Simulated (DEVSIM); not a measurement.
# illuminated Si n-on-p cell, one wavelength

System: illuminated Si n-on-p cell, one wavelength, at 300 K.

```csv
layer (left to right),material,thickness (μm),Nd (cm⁻³),Na (cm⁻³),τn (s),τp (s),absorption coefficient (cm⁻¹)
1,Si,0.430,1.3e18,-,7.7e-6,1.4e-5,29000
2,Si,85.0,-,5.8e16,2.4e-5,2.4e-5,29000
```

Left contact: ohmic, minority hole recombination velocity 30000 cm/s. Right contact: ohmic, minority electron recombination velocity 1e5 cm/s. Voltage is applied to the left contact. Recombination: SRH at mid-gap, radiative, Auger. Light enters at the left, 8.9e17 photons cm⁻² s⁻¹, one pass, no reflection. Mobility is constant in doping.

This is a model device: material constants are rounded textbook-type values typed into the input, and sizes, dopings and lifetimes were drawn at random. Values at 300 K.

```tsv
parameter	Si
gap (eV)	1.124
affinity (eV)	4.05
permittivity	11.7
Nc (cm⁻³)	2.86e19
Nv (cm⁻³)	3.1e19
μn (cm²/Vs)	1417
μp (cm²/Vs)	470
B (cm³/s)	4.7e-15
Cn (cm⁶/s)	2.8e-31
Cp (cm⁶/s)	9.9e-32
```

Model (solved in DEVSIM): 1D drift-diffusion, Boltzmann statistics, complete ionisation; no tunnelling, impact ionisation, image-force lowering or self-heating.

```
Item                                                       Value
---------------------------------------------------  -----------
Potential step across the device at zero bias            0.882 V
Largest field in the device at zero bias             120000 V/cm
Dark forward voltage at 1 A/cm²                          0.700 V
Dark forward voltage at 100 A/cm²                        0.850 V
Short-circuit current                                 137 mA/cm²
Open-circuit voltage                                     0.648 V
Fill factor                                                 0.84
Largest power                                        74.0 mW/cm²
Share of generated pairs collected at short circuit        0.958
```

Dark forward current:

(V (V), J (A/cm²)): (-0.05, -7.8e-11); (-0.10, -3.2e-10); (-0.15, -1.3e-9); (-0.20, -6.0e-9); (-0.30, -2.1e-7); (-0.35, -1.4e-6); (-0.40, -9.3e-6); (-0.45, -6.4e-5); (-0.50, -0.00044); (-0.55, -0.0031); (-0.65, -0.15); (-0.70, -0.99); (-0.75, -6.2); (-0.80, -30); (-0.85, -100); (-0.90, -240); (-1.00, -810); (-1.05, -1300); (-1.10, -1800); (-1.15, -2500)

Dark reverse current:

```tsv
V (V)	J (A/cm²)
0.04	2.9e-11
0.10	5.7e-11
0.20	9.5e-11
0.30	1.3e-10
0.40	1.6e-10
0.60	2.2e-10
0.80	2.7e-10
1.00	3.2e-10
1.30	3.8e-10
1.60	4.4e-10
2.00	5.1e-10
```
